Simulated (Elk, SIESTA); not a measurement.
An Elk input for a self-consistent single point of AgI (F-43m, 2 atoms in the cell) (DFT, PBE, all-electron FP-LAPW, Elk's shipped species files, APW+lo basis with extra local orbitals):

```
tasks
  0

xctype
  20

tforce
  .true.

rgkmax
  7.5

gmaxvr
  18.0

lmaxapw
  10

lmaxo
  8

nxlo
  2

lorbcnd
  .true.

lradstp
  2

nrmtscf
  2.0

lmaxi
  4

swidth
  0.00183747

maxscl
  100

avec
    0.0000000000    6.1416099050    6.1416099050
    6.1416099050    0.0000000000    6.1416099050
    6.1416099050    6.1416099050    0.0000000000

atoms
  2
  'Ag.in'
  1
  0.0000000000  0.0000000000  0.0000000000    0.0 0.0 0.0
  'I.in'
  1
  0.2500000000  0.2500000000  0.2500000000    0.0 0.0 0.0

ngridk
  9 9 9
```

Q: Write the same calculation as an input for SIESTA.

A: This is the input that was run; spellings and numerical settings could be chosen otherwise.

```
# files in the folder: Ag.psml I.psml (PseudoDojo PBE standard)
SystemName  AgI
SystemLabel agi

NumberOfAtoms                2
NumberOfSpecies              2
%block ChemicalSpeciesLabel
  1 47 Ag
  2 53 I
%endblock ChemicalSpeciesLabel
LatticeConstant              1.0 Bohr
%block LatticeVectors
     0.000000000    6.141609905    6.141609905
     6.141609905    0.000000000    6.141609905
     6.141609905    6.141609905    0.000000000
%endblock LatticeVectors
AtomicCoordinatesFormat      Bohr
%block AtomicCoordinatesAndAtomicSpecies
     0.000000000    0.000000000    0.000000000  1
     3.070804953    3.070804953    3.070804953  2
%endblock AtomicCoordinatesAndAtomicSpecies

XC.functional                GGA
XC.authors                   PBE
PAO.BasisSize                TZP
PAO.EnergyShift              0.01 Ry
MeshCutoff                   350 Ry
%block kgrid.MonkhorstPack
    9   0   0  0.0
    0   9   0  0.0
    0   0   9  0.0
%endblock kgrid.MonkhorstPack
OccupationFunction           FD
ElectronicTemperature        0.05 eV

MaxSCFIterations             150
SCF.Mixer.Method             Broyden
SCF.Mixer.Weight             0.25
SCF.Mixer.History            6
SCF.DM.Tolerance             1.0E-04
Diag.ParallelOverK           true
WriteForces                  true
Charge.Mulliken              end
```

Basis settings and potentials, where a program has them, do not carry over. This input uses DFT, GGA PBE, numerical atomic orbitals TZP, PseudoDojo PBE standard norm-conserving potentials (rewritten from UPF to PSML). Both were run: gap on the mesh 1.310 eV in Elk and 1.486 in SIESTA.

On Elk: the starting cell has typed, rounded lattice constants, without a prior relaxation at this level. Spin-orbit coupling is off. Values depend on the basis (sphere radii, cutoffs, local orbitals), which need not be converged.

On SIESTA: the starting cell has typed, rounded lattice constants, without a prior relaxation at this level. Spin-orbit coupling is off. Values carry the incompleteness of an atom-centred basis.
